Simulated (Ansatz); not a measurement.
Given:

```
CELL_PARAMETERS angstrom
      2.96895     0.00000     0.00000
      0.00000     2.96895     0.00000
      1.48448    -1.48448     2.23453
ATOMIC_POSITIONS crystal
  N  0.00000 0.00000 0.00000
  Ta 0.50000 0.50000 0.00000
```

No spin polarisation.

Computed with plane-wave PAW DFT at the PBEsol level (Ansatz, a first-principles code, 420 eV), without spin-orbit coupling. k-mesh 23×23×23 (Γ-centred); smearing 0.1 eV (Fermi–Dirac).

Problem. Predict the band gap, in-plane stress and space group.

Solution. The band gap is zero. The mean in-plane stress (compression positive) is +43.8 GPa and the space group comes out as I4/mmm (No. 139).

The cells carry an imposed strain or load. Stability against distortions was not tested. All final runs are without spin polarisation. The cell was made from TaN in the rock salt structure (space group Fm-3m, No. 225) by this change: biaxial strain −4.05 %, plane normal [001], relaxed out of plane. This is not the structure that TaN has at room temperature and ambient pressure.
